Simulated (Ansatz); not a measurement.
Start from RuSi (space group P2_13, No. 198; a = 4.736 Å).

Calculations: Ansatz (an electronic-structure program), PBE, PAW, cutoff 420 eV, no SOC.

Now apply this change: 0.531 electrons added to each cell, a density of 5.0×10^21 cm⁻³, with a uniform compensating background at fixed cell and a 300 K Fermi–Dirac width.

**Question.** Predict the new Fermi level from band edge.

**Answer.** The Fermi level relative to the doped band's edge (positive inside the band; to 0.05 eV) amounts to +0.05 eV.

Carriers are added with a uniform compensating background; total energy and stress of such cells depend on the potential's zero and are not compared; many-body gap narrowing is missing at this level. Whether these cells are dynamically stable was not tested.
